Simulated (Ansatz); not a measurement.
The starting structures come from a database of crystals and need not be the phases stable at ambient conditions.

 Where the default PAW files enter, the runs use the earlier of Ansatz's two default sets.

Crystal: ScF$_{3}$ (R32, not sure to be the ambient phase, 4 atoms a cell, 16.8 Å³ an atom, -3 GPa at this level); planes in its conventional cell.

Computed with r2SCAN (plane waves, PAW; Ansatz, an electronic-structure program).

No gap correction and no spin-orbit coupling; mid-gap values are interpolated between computed energies.

```json
[
 {"plane": "(001)", "area of the cell (Å²)": "28.6", "mid-gap κ (1/Å)": "0.65", "largest κ in the gap (1/Å)": "0.65"},
 {"plane": "(110)", "area of the cell (Å²)": "23.4", "mid-gap κ (1/Å)": "(withheld)", "largest κ in the gap (1/Å)": "(withheld)"}
]
```

### Question
The slowest decay depends on the direction. Supply the withheld values.

### Answer

- (110), mid-gap κ (1/Å): 0.58
- (110), largest κ in the gap (1/Å): 0.58
